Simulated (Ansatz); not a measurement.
# Zr: element substitutions

Consider Zr in the hcp (Mg type) structure (space group P6_3/mmc, No. 194; a = 3.1842 Å, c = 5.1167 Å).

Each row replaces one element on all its sites; cell and atoms are relaxed.

Computed with PBEsol in Ansatz (plane waves to 420 eV, PAW, no spin-orbit coupling).

Candidates:
(a) Zr → Sr
(b) Zr → Y
(c) Zr → Nb

Base values:

The shortest interatomic distance comes out as 3.150 Å.

**Question.** Order them by shortest interatomic distance, lowest first.

**Answer.** (c) Zr → Nb (2.833 Å), (b) Zr → Y (3.482 Å), (a) Zr → Sr (4.190 Å)

Stability against distortions was not tested. For Nb in this form, whether it has been made was not checked. All final runs are without spin polarisation. This is not the structure that Sr has at room temperature and ambient pressure. This is not the structure that Nb has at room temperature and ambient pressure.

Ansatz is an electronic-structure program.
